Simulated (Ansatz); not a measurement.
By PBEsol, the system below comes out a metal.

The ballistic (Sharvin) conductance counts the channels at the Fermi level: G/A = (e²/h) × channels of both spins per area.

Input:

```xyz
2
Lattice="5.0450 0.0000 0.0000 0.0000 5.5294 0.0000 0.0000 2.7647 1.5962" Properties=species:S:1:pos:R:3 pbc="T T T"
Hf     3.7838     3.6862     0.0000
Hf     1.2613     1.8431     0.0000
```

Space group of this cell: P6_3/mmc, hcp (Mg type). The cell is taken as given; by PBEsol its mean pressure is -3.2 GPa.

The current flows along the normal of the first two printed cell vectors, the (110) plane of the conventional cell. No spin-orbit coupling; the value is a mean over 0.1 eV about the Fermi level.

### Question
Give the ballistic conductance per area that PBEsol in Ansatz (a program for electronic structure) yields.

### Answer
0.53 × 10¹⁵ S/m² for both spins.
